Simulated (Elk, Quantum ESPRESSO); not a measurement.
A Quantum ESPRESSO input for a self-consistent single point of Li2O (Fm-3m, 3 atoms in the cell) (DFT, PBE, plane waves, PseudoDojo standard norm-conserving (PBE) pseudopotentials):

```fortran
&control
    calculation = 'scf'
    outdir = './work'
    pseudo_dir = './'
    verbosity = 'high'
    tprnfor = .true.
    tstress = .true.
/
&system
    ibrav = 0
    nat = 3
    ntyp = 2
    ecutwfc = 85
    occupations = 'smearing'
    smearing = 'fermi-dirac'
    degauss = 0.00147
/
&electrons
    conv_thr = 1e-10
/
ATOMIC_SPECIES
Li     6.9400  Li.upf
O     15.9990  O.upf
ATOMIC_POSITIONS crystal
Li    0.7500000000    0.7500000000    0.7500000000
Li    0.2500000000    0.2500000000    0.2500000000
O     0.0000000000    0.0000000000    0.0000000000
K_POINTS automatic
6 6 6  0 0 0
CELL_PARAMETERS bohr
   0.0000000000     4.3100552197     4.3100552197
   4.3100552197     0.0000000000     4.3100552197
   4.3100552197     4.3100552197     0.0000000000
```

Q: Translate this input to Elk.

A: One input that does it (others would too):

```
tasks
  0

xctype
  20

rgkmax
  7.5

gmaxvr
  16.0

nxlo
  2

lorbcnd
  .true.

rmtscf
  0.97

lmaxi
  3

stype
  3

swidth
  0.000734986

scale
  1.889726125

avec
    0.0000000000    2.2807830000    2.2807830000
    2.2807830000    0.0000000000    2.2807830000
    2.2807830000    2.2807830000    0.0000000000

sppath
  'species/'

atoms
  2   : nspecies
  'Li.in'   : spfname
  2   : natoms; atposl, bfcmt below
  0.7500000000  0.7500000000  0.7500000000    0.0 0.0 0.0
  0.2500000000  0.2500000000  0.2500000000    0.0 0.0 0.0
  'O.in'   : spfname
  1   : natoms; atposl, bfcmt below
  0.0000000000  0.0000000000  0.0000000000    0.0 0.0 0.0

ngridk
  6 6 6
```

Basis settings and potentials, where a program has them, do not carry over. This input uses DFT, PBE, all-electron FP-LAPW, Elk's shipped species files, APW+lo basis with extra local orbitals. Both were run: gap on the mesh 5.082 eV in Quantum ESPRESSO and 5.060 in Elk.

On Elk: the starting cell comes from a database of computed structures (which also holds hypothetical and non-ambient phases and stackings), without a prior relaxation at this level. Its lattice was rescaled by a random factor within 2.5 % of one. Values depend on the basis (sphere radii, cutoffs, local orbitals), which need not be converged.

On Quantum ESPRESSO: the starting cell comes from a database of computed structures (which also holds hypothetical and non-ambient phases and stackings), without a prior relaxation at this level. Its lattice was rescaled by a random factor within 2.5 % of one. With a pressure of about 3 GPa the cell is away from its equilibrium volume at this level.
